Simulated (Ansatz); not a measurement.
Take Cu3N (space group Pm-3m, No. 221; a = 3.8269 Å) as the base.

Now apply this change: the cell is scaled by 1.0180 in all directions; the atoms relax in the strained cell.

All numbers come from DFT with PBE, PAW potentials and a 420 eV plane-wave cutoff in Ansatz (a first-principles code), no spin-orbit coupling.

Base, band edges from the VBM (valence, conduction): M -0.67, 0.22; R 0.00, 0.83; X -1.38, 1.52; Γ -1.73, 0.97 eV.

Problem. Give the band edges at the high-symmetry points of the new zone, measured from its valence-band maximum.

Solution. 
| point | valence edge (eV) | conduction edge (eV) |
|---|---|---|
| Γ | -1.61 | 0.83 |
| X | -1.27 | 1.38 |
| M | -0.61 | 0.39 |
| R | 0.00 | 1.00 |

The gap is 0.39 eV, indirect, R → M.

Gaps are Kohn–Sham eigenvalue differences; semilocal functionals usually give less than the measured gap. No phonon test of stability was made. All final runs are without spin polarisation.
